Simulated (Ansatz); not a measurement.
## Al₂Cu (space group I4/mcm, No. 140)

Space group I4/mcm (No. 140); a = b = 6.0596 Å, c = 4.8745 Å, α = β = γ = 90.00°

```tsv
atom	site	symmetry	x	y	z
Al	8h	m.2m	0.1583	0.3417	0.0000
Cu	4a	422	0.0000	0.0000	0.2500
```
(The calculation used a cell of 6 atoms; values per cell refer to that cell.)

Calculations: Kohn–Sham DFT with the PBE functional, run in Ansatz (a first-principles code) with PAW and 420 eV plane waves, no SOC. Settings: 12×12×12 k-points, 0.05 eV Fermi–Dirac smearing.

| Item | Result |
|---|---|
| Volume per atom | 14.92 Å³ |
| Density | 4.36 g/cm³ |
| Band gap | zero |
| Total energy | -2566.888 eV/atom (σ→0; compares only within this code and set-up) |

Whether these cells are dynamically stable was not tested. All final runs are without spin polarisation.
